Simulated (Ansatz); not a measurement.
Input:

```yaml
crystal:
  lattice:
    - [0.00000, 2.04300, 2.04300]
    - [2.04300, 0.00000, 2.04300]
    - [2.04300, 2.04300, 0.00000]
  atoms:
    - { symbol: Al, position: [0.00000, 0.00000, 0.00000] }
```

Computed with PBEsol, DFPT electron-phonon coupling, linearised Boltzmann equation (plane waves, PAW, scalar-relativistic; Ansatz, an electronic-structure program). Condition of this run: hydrostatic pressure -4 GPa (the target of the relaxation). Geometry: relaxed with this functional, without spin-orbit coupling, then loaded as said.

Predict λ, the logarithmic mean phonon energy and the superconducting Tc for μ* = 0.10 referred to 26 meV.

λ = 0.48, ħω_log = 22 meV, Tc 2.7 K from the anisotropic Eliashberg equations. μ* is a chosen number, and Tc is 3.7 K at 0.08 and below 1 K at 0.16.

A metal at this level (no band gap). The phonons are harmonic. Spin-orbit coupling is left out. At a coupling this weak a few per cent in λ move Tc by tens of per cent. The squared frequency of the phonon mode least converged on the k mesh is uncertain by 11 %. The run warned that the eigensolver left some states short of its tolerance. Halving the electron mesh (36x36x36) moves the coupling by up to 1 %, Tc by up to 5 %. Smearing 0.20 eV; phonons on a 6x6x6 q mesh, which this run doesn't test.
